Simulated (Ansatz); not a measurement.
Given:

```xyz
4
Lattice="3.1783 0.0000 0.0000 -1.5892 2.7525 0.0000 0.0000 0.0000 5.0930" Properties=species:S:1:pos:R:3 pbc="T T T"
Al     0.0000     1.8350     5.0769
Al     1.5892     0.9175     2.5303
N      0.0000     1.8350     1.9250
N      1.5892     0.9175     4.4716
```

No spin polarisation.

Computed with Kohn–Sham DFT with the r2SCAN functional, run in Ansatz (an electronic-structure program) with PAW and 500 eV plane waves, without spin-orbit coupling, earlier PAW set. k-mesh 12×12×7 (Γ-centred); smearing 0.05 eV (Fermi–Dirac).

What gap character does the calculation give?

Direct at Γ.

Predict the band gap.

4.26 eV.

The cells carry an imposed strain or load. Stability against distortions was not tested. The cell was made from AlN in the wurtzite structure (space group P6_3mc, No. 186) by this change: isotropic strain +2.31 %.
